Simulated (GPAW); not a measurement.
Band structure of BaTe (Fm-3m, 2 atoms in the cell).

```xyz
2
Lattice="0.0000 3.5000 3.5000 3.5000 0.0000 3.5000 3.5000 3.5000 0.0000" Properties=species:S:1:pos:R:3 pbc="T T T"
Ba     0.0000     0.0000     0.0000
Te     3.5000     3.5000     3.5000
```

Method: PBE, GPAW PAW datasets PBE (gpaw-data 1.0.1) (plane waves; GPAW).

Settings: mode = pw; ecut = 600 eV; xc = PBE; kpts = 8 8 8; mesh shift (steps) = 0 0 0; occupations.name = fermi-dirac; occupations.width = 0.01 eV; nbands = -4; convergence.bands = -2; symmetry.symmorphic = false; symmetry.tolerance = 0.0005; maxiter = 100; bandpath_npoints = 40.

The starting cell has typed, rounded lattice constants, without a prior relaxation at this level. Spin-orbit coupling is off.

Problem. Predict the gap along the standard path and the places of the band edges.

Solution. The gap along the path is 1.54 eV, from Γ to X; the smallest direct gap on it is 1.92 eV.

Levels in eV from the top of the valence band on the SCF mesh, bands 5 to 12:
| point | 5 | 6 | 7 | 8 | 9 | 10 | 11 | 12 |
|---|---|---|---|---|---|---|---|---|
| Γ | -9.50 | 0.00 | 0.00 | 0.00 | 2.94 | 2.95 | 2.95 | 2.95 |
| X | -9.30 | -1.12 | -0.38 | -0.38 | 1.54 | 4.46 | 4.67 | 5.62 |
| W | -9.10 | -1.27 | -0.93 | -0.93 | 3.53 | 3.53 | 4.85 | 5.16 |
| K | -9.11 | -1.25 | -1.05 | -0.76 | 2.59 | 5.02 | 5.20 | 5.21 |
| L | -8.78 | -2.22 | -1.11 | -1.11 | 4.20 | 4.78 | 4.91 | 4.91 |
| U | -9.11 | -1.25 | -1.05 | -0.76 | 2.59 | 5.02 | 5.20 | 5.21 |
